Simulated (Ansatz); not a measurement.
## Lu: uniaxial strain ε_xx = +1.50 %

Consider Lu in the hcp (Mg type) structure (space group P6_3/mmc, No. 194; a = 3.443 Å, c = 5.367 Å; relaxed with 0.1 eV smearing). Axes: x lies along a and z along c of the hexagonal cell.

One thing is altered: the cell is stretched by 1.50 % along x with no lateral relaxation, atoms relaxed at fixed cell.

Level of theory: DFT with PBEsol, PAW potentials and a 420 eV plane-wave cutoff in Ansatz (a program for electronic structure), scalar-relativistic without spin-orbit coupling. Γ-centred 19×19×11 mesh, Fermi–Dirac width 0.1 eV.

The volume per atom goes up by 0.41 Å³, from 27.55 Å³ to 27.96 Å³ and the space group goes from P6_3/mmc (No. 194) to Cmcm (No. 63). The shortest interatomic distance grows by 0.008 Å (3.340 Å → 3.348 Å) and the energy increases by 1.8 meV/atom. The pressure (mean of the normal stresses, compression positive) goes from zero to -0.7 GPa and the band gap remains zero. The stress (xx, yy, zz, yz, xz, xy; compression positive) is (-1.4, -0.4, -0.3, 0.0, 0.0, 0.0) GPa.

Final structure:

```
Lu
1.0
    3.49482     0.00000     0.00000
   -1.74741     2.98188     0.00000
    0.00000     0.00000     5.36685
Lu
2
Cartesian
  1.74741   1.00074   4.02514
  0.00000   1.98114   1.34171
```

No phonon test of stability was made.
